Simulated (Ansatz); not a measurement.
## Effective masses and thermopower of Si (Fd-3m)

Input:

```
CELL_PARAMETERS angstrom
      0.00000     2.71691     2.71691
      2.71691     0.00000     2.71691
      2.71691     2.71691     0.00000
ATOMIC_POSITIONS crystal
  Si 0.25000 0.25000 0.25000
  Si 0.00000 0.00000 0.00000
```

All values below come from PBEsol with spin-orbit coupling, rigid bands (plane waves, PAW; Ansatz, a first-principles code). Geometry: cell and atoms relaxed with PBEsol.

```
Quantity                                                                                                                                                        Value
---------------------------------------------------------------------------------------------------------------------------------------  ----------------------------
band gap                                                                                                                                                      0.45 eV
electron conductivity mass (300 K, dilute)                                                                                                                    0.28 mₑ
hole conductivity mass (300 K, dilute)                                                                                                                        0.35 mₑ
effective density of states N_c (300 K)                                                                                                                   2.9e19 cm⁻³
effective density of states N_v (300 K)                                                                                                                   2.2e19 cm⁻³
density-of-states mass, electrons                                                                                                                             1.11 mₑ
density-of-states mass, holes                                                                                                                                 0.91 mₑ
Seebeck coefficient, n-type 1e19 cm⁻³, 300 K                                                                                                                -309 μV/K
Seebeck coefficient, p-type 1e19 cm⁻³, 300 K                                                                                                                 316 μV/K
best p-type power factor at 300 K for τ = 10 fs (best axis; densities from 1e16 to 1e21 cm⁻³ tried, whether or not they can be reached)  16.2 μW/(cm·K²) at 1e20 cm⁻³
```

Rigid bands; masses and Seebeck coefficients take one relaxation time τ for all states and one kind of carrier; polarons and phonon drag are left out.
